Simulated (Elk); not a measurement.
A self-consistent single point of FeNi3 (Pm-3m, 4 atoms in the cell) with Elk.

Level of theory: PBE, all-electron FP-LAPW, Elk's shipped species files, APW+lo basis with extra local orbitals in Elk 10.2.4.

The change in words: lattice scaled by 0.98. Reference geometry:
```xyz
4
Lattice="3.5599 0.0000 0.0000 0.0000 3.5599 0.0000 0.0000 0.0000 3.5599" Properties=species:S:1:pos:R:3 pbc="T T T"
Fe     0.0000     0.0000     0.0000
Ni     0.0000     1.7800     1.7800
Ni     1.7800     0.0000     1.7800
Ni     1.7800     1.7800     0.0000
```
Moments meant for the start (each program seeds them in its own way; μB, in the order of the atoms Fe Ni Ni Ni): 4.0 2.0 2.0 2.0.

Reference input (self-consistent single point, DFT, PBE, all-electron FP-LAPW, Elk's shipped species files, APW+lo basis with extra local orbitals): xctype = 20; spinpol = true; rgkmax = 7.5; stype = 3; swidth = 0.00183747 Ha; ngridk = 8 8 8; reducebf = 0.7; gmaxvr = 16 1/bohr; nxlo = 2; lorbcnd = true; rmtscf = 0.93; lmaxi = 3. This run's input differs from it in these lines:

```diff
@@ -40,3 +40,3 @@
 scale
-  6.727268156
+  6.592723436
```

Output, abridged:

```
│ Self-consistent loop started │
│ Loop number : 1 │
 total energy                :     -5838.07267902
 total moment                :    6.099948753
│ Loop number : 2 │
 total energy                :     -5838.55128003
 total moment                :    6.090202547
RMS change in Kohn-Sham potential (target) :    4.013158090     (  0.1000000000E-05)
Absolute change in total energy (target)   :   0.4786010138     (  0.1000000000E-03)
│ Loop number : 3 │
 total energy                :     -5830.31280436
 total moment                :    4.995257175
RMS change in Kohn-Sham potential (target) :    2.381497264     (  0.1000000000E-05)
   [... lines left out ...]
│ Loop number : 22 │
 total energy                :     -5835.54893715
 total moment                :    4.752193935
RMS change in Kohn-Sham potential (target) :   0.1695996951E-05 (  0.1000000000E-05)
Absolute change in total energy (target)   :   0.1532591123E-03 (  0.1000000000E-03)
│ Loop number : 23 │
 total energy                :     -5835.54880195
 total moment                :    4.752348725
RMS change in Kohn-Sham potential (target) :   0.7582141383E-06 (  0.1000000000E-05)
Absolute change in total energy (target)   :   0.9688132013E-04 (  0.1000000000E-03)
Convergence targets achieved

│ Loop number : 24 │

Energies :
 Fermi                       :     0.343049922131
 xc effective B-field        :    -0.198750905825
 external B-field            :      0.00000000000
 total energy                :     -5835.54889514
 (external B-field energy excluded from total)

Density of states at Fermi energy :    92.71657184
 (states/Hartree/unit cell)

Estimated indirect band gap :   0.2970401674E-03
 from k-point     18 to k-point     34
Estimated direct band gap   :   0.7187499595E-03
 at k-point     34

Charges :
 core                        :    46.00000000
 valence                     :    64.00000000
 interstitial                :    4.164739644
 muffin-tins (core leakage)
  species :    1 (Fe)
   atom    1                 :    24.69278933     (  0.1213251721E-10)
  species :    2 (Ni)
   [... lines left out ...]

Moments :
 interstitial                :  -0.9596916725E-01
 muffin-tins
  species :    1 (Fe)
   atom    1                 :    2.866040023
  species :    2 (Ni)
   atom    1                 :   0.6607912157
   atom    2                 :   0.6607912157
   atom    3                 :   0.6607912157
 total in muffin-tins        :    4.848413670
 total moment                :    4.752444503

│ Self-consistent loop stopped │
```

The run converged in 24 iterations. The count includes the last loop, which Elk runs after its targets are met. Against the reference run the free energy rises by 14.7 meV/atom and the size of the net moment goes from 1.23 to 1.19 μB/atom.

The starting cell comes from a database of computed structures (which also holds hypothetical and non-ambient phases and stackings), without a prior relaxation at this level. Its lattice was rescaled by a random factor within 2.5 % of one. For this run, on top of that: lattice scaled by 0.98. The magnetic order is the one reached from the typed start; others were not searched systematically. Values depend on the basis (sphere radii, cutoffs, local orbitals), which need not be converged. The log's line on a gap gives a spacing of levels on this mesh, which the program prints for metals too.

Cost on one core of a shared machine: roughly 2 min.
